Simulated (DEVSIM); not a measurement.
Structure: Ru/Si3N4/p-GaAs capacitor, at 450 K.

Layer 1 from the left is Si3N4, thickness (nm) 6.50. Layer 2 from the left is GaAs, thickness (nm) 5700, Na (cm⁻³) 1.3e16.

Metal gate on the left, work function 4.7 eV. Fixed charge at the semiconductor interface 1.6e10 cm⁻² (in units of +e); no interface traps.

The device is made up for the run: typed textbook-type constants, with dimensions and the other settings drawn at random. Values at 300 K; Nc and Nv go as T^1.5, mobilities as T to minus their exponent, the gap by Varshni's rule with the affinity fixed.

Si3N4: gap (eV) 5.1, affinity (eV) 2.1, permittivity 7.5. GaAs: gap (eV) 1.424, affinity (eV) 4.07, permittivity 12.9, Nc (cm⁻³) 4.7e17, Nv (cm⁻³) 9e18, Varshni α (eV/K) 0.000541, Varshni β (K) 204.

Question: Estimate by hand the flat-band voltage, the threshold voltage, and compare with a numerical solution.

Answer: 
- Flat-band voltage: C = 1.02 μF/cm², work-function difference -0.446 V; VFB = φms − qNf/C = -0.45 V; numerical -0.45 V.
- Threshold voltage: φF = 0.457 V, depletion charge √(4εqNφF) = 6.59e-8 C/cm²; VT = VFB + 2φF + Qd/C = 0.53 V; numerical 0.53 V.

DEVSIM, 1D Poisson equation in equilibrium, Boltzmann statistics, complete ionisation; no quantum confinement or tunnelling. Metal contacts follow the ideal Schottky-Mott rule: no Fermi-level pinning, no interface dipoles.
